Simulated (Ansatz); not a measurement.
Base system: BaTe in the rock salt structure (space group Fm-3m, No. 225).

```
CELL_PARAMETERS angstrom
      0.00000     3.53221     3.53221
      3.53221     0.00000     3.53221
      3.53221     3.53221     0.00000
ATOMIC_POSITIONS crystal
  Ba 0.00000 0.00000 0.00000
  Te 0.50000 0.50000 0.50000
```

Computed with Ansatz (a quantum-chemistry and plane-wave program) PBE, no spin-orbit coupling.

Before the change:

| Property | Result |
|---|---|
| Pressure | 0.0 kbar |
| Valley order | X along ⟨100⟩ 1.66 eV; Γ 2.87 eV |
| Smallest direct gap | 2.01 eV |

Modification: the cell is scaled by 1.0150 in all directions; the atoms relax in the strained cell.

How does this affect the pressure, valley order, mean gap deformation potential ΔEg/Δln V, energy relative to the base and smallest direct gap?

The pressure goes from zero to -11.6 kbar; the valley order (the lowest conduction-band minima on the path, energy above the VBM, named in the base's zone) changes from X along ⟨100⟩ 1.66 eV; Γ 2.87 eV to X along ⟨100⟩ 1.73 eV; Γ 2.70 eV; the mean gap deformation potential ΔEg/Δln V comes out as +1.7 eV; the energy goes up by 7.6 meV/atom; the smallest direct gap goes up by 0.08 eV to 2.09 eV.

Spin-orbit coupling, missing from the scalar runs, can matter with Te. No phonon test of stability was made.
